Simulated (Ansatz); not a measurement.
**Effect of x(Cd) = 0.833, 6 atoms, Imm2 on Ge**

Take Ge in the diamond structure (space group Fd-3m, No. 227; a = 5.674 Å) as the base.

The other end (x = 1) is Cd in the diamond structure (space group Fd-3m, No. 227; a hypothetical phase, not in the database extracts checked): 34.63 Å³/atom, gap zero; this end may not be an ambient phase.

Modification: a fraction x = 0.833 of the Ge sites is given to Cd, ordered in a cell of 6 atoms (starting symmetry Imm2) and fully relaxed.

Calculations: Kohn–Sham DFT with the r2SCAN functional, run in Ansatz (a program for electronic structure) with PAW and 500 eV plane waves, no spin-orbit coupling. k-mesh 14×14×14 (Γ-centred); smearing 0.05 eV (Fermi–Dirac), for the changed cell.

| quantity | base | changed | shift |
|---|---|---|---|
| density | 5.28 g/cm³ | 7.24 g/cm³ | +1.96 g/cm³ |
| shortest interatomic distance | 2.457 Å | 2.664 Å | +0.207 Å |
| band gap | 0.36 eV | zero | – |

These are small ordered cells, not random alloys; other orderings at the same x differ. No phonon test of stability was made. All final runs are without spin polarisation. Under x(Cd) = 0.833, 6 atoms, Imm2 the cell changed shape so far that it is another structure.
